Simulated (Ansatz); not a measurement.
```xyz
96
Lattice="5.4695 0.0000 -0.1052 2.7340 8.2050 -0.0792 0.0448 1.0406 31.5477" Properties=species:S:1:pos:R:3 pbc="T T T"
Si     8.1644     8.6389     1.2159
Si     2.6410     2.9486     1.9396
Si     5.3228     5.4761     1.2698
Si     2.1116     1.5136     0.0894
Si     3.0985     4.3948     0.0855
Si     6.7254     7.0620     0.3020
Si     5.4549     8.3636     4.0797
Si     5.4312     2.9696     4.3897
Si     2.6664     5.7713     4.1437
Si     4.1977     1.6087     2.9727
Si     6.6148     4.3166     2.9190
Si     4.0331     7.0589     2.6002
Si     8.2267     8.4475     6.8523
Si     2.7467     2.9769     6.9955
Si     5.4702     5.7060     6.9142
Si     1.4266     1.5529     5.6457
Si     4.0139     4.3893     5.5884
Si     6.8227     7.0723     5.5150
Si     5.5408     8.4534     9.6276
Si     5.5371     2.9831     9.6934
Si     2.7890     5.7199     9.6970
Si     4.1604     1.6322     8.3288
Si     6.8553     4.3295     8.2703
Si     4.1399     7.0798     8.3052
Si     8.3247     8.4333    12.3801
Si     2.8580     2.9777    12.3643
Si     5.5824     5.7668    12.4210
Si     1.4526     1.5779    11.1137
Si     4.1992     4.3907    11.0508
Si     6.9274     7.0993    10.9973
Si     5.5756     8.6940    15.2129
Si     5.6331     3.0455    15.0635
Si     2.9293     5.4799    15.2314
Si     4.2363     1.6681    13.7576
Si     6.9878     4.3211    13.6352
Si     4.2337     7.0834    13.9258
Al     1.4044     1.8043    16.8438
Al     4.5304     4.3788    16.7740
Al     1.2625     5.9572    16.9426
Al     4.2040     7.1643    16.9516
Al     4.6351     0.4108    16.9394
Al     5.2416     2.3087    19.2696
Al     2.5072     3.9365    19.2819
Al     5.2478     5.5789    19.3427
Al     2.4991     7.2142    19.4231
Al     2.5135     0.6621    19.4083
N      1.6175     2.2703    18.7125
N      4.3462     3.9565    18.6590
N      1.6064     5.5974    18.8276
N      4.3402     7.2212    18.8580
N      4.3361     0.6450    18.8292
N      5.2727     2.3213    21.1852
N      2.5324     3.9372    21.2108
N      5.2650     5.5735    21.2329
N      2.5211     7.2232    21.3061
N      2.5261     0.6835    21.2974
Al     1.6532     2.3230    21.8732
Al     4.3768     3.9415    21.8076
Al     1.6572     5.5703    21.8710
Al     4.3886     7.2338    21.8057
Al     4.3892     0.6790    21.8217
Al     5.3318     2.3199    24.2759
Al     2.6106     3.9547    24.3652
Al     5.3273     5.5973    24.2604
Al     2.6117     7.2461    24.3153
Al     2.6098     0.6703    24.3422
N      1.7048     2.3234    23.7780
N      4.4260     3.9507    23.7041
N      1.7089     5.5834    23.7752
N      4.4446     7.2408    23.6974
N      4.4421     0.6806    23.7172
N      5.3526     2.3243    26.1619
N      2.6371     3.9616    26.2809
N      5.3368     5.6084    26.1502
N      2.6313     7.2599    26.2168
N      5.3673     8.8704    26.1650
Al     1.7239     2.2908    26.8109
Al     4.5332     3.9652    26.8071
Al     1.7093     5.6393    26.7924
Al     4.4830     7.2378    26.8011
Al     7.2280     8.9019    26.7196
Al     5.4567     2.3062    29.3913
Al     2.6643     3.9787    29.0145
Al     5.4085     5.6304    29.4150
Al     2.6530     7.2407    29.2598
Al     5.4432     8.9314    29.1974
N      1.7624     2.2967    28.6854
N      4.5838     3.9625    28.7176
N      1.7264     5.6444    28.6606
N      4.5228     7.2647    28.7262
N      7.2853     8.9067    28.6225
N      5.9368     2.1692    31.2983
N      2.5607     4.0223    30.8203
N      4.8455     5.7414    31.3293
N      2.3172     6.9550    31.1192
N      5.7379     9.2668    31.0527
```

The first 36 atoms are the substrate (Si), the rest the film (AlN-wz).

Methods: PBE (plane waves to 420 eV, PAW; Ansatz, a first-principles code); HSE06 (plane waves to 420 eV, PAW; Ansatz). Geometries and values that name no level are of the first. Scalar-relativistic, without spin–orbit coupling; PBE gaps are too small against experiment. Its k-point mesh 5×3×1, Fermi–Dirac width 0.05 eV. HSE06 ran on meshes of its own (6×6×6, 6×6×3); its edges and gaps are taken over the mesh and over extra points off it, mostly where PBE has its edges.

Describe the bonding at the interfaces and give the band alignment.

A periodic stack without vacuum, wurtzite AlN (0 0 1) on silicon (0 0 1) (film strained to the substrate, started from cuts of the bulks and a machine-learned relaxation; metallic at this level, with no gap by band count): substrate slab Si36, film Al30N30, surface cells [[0, -1], [3, 1]] and [[1, -1], [3, 2]], film strained by +0.9 and +4.8 %, outermost planes Si/Si and Al/N as cut, which need not be the usual terminations and can put a slab off its formula.
interface area: 44.9 Å²
period: 31.55 Å
gaps between the outermost planes at the two interfaces: 1.53 and 0.25 Å
N–Si contacts across the interfaces within 1.22 times the sum of covalent radii: 10, mean 1.76 Å
Al–Si contacts across the interfaces within 1.22 times the sum of covalent radii: 8, mean 2.51 Å
two interfaces: unlike, so that offsets are their mean
valence offset, film less substrate (PBE, at the middle of a substrate layer that carries a field): -1.52 eV
valence offset, film less substrate (HSE06 edges on the PBE line-up, at the middle of a substrate layer that carries a field): -2.07 eV
conduction offset (HSE06 edges on the PBE line-up, at the middle of a substrate layer that carries a field): +1.53 eV
spin-polarised check at this geometry: falls back to no moment
slope of the mean potential energy in the substrate: -5.1 MV/cm × e
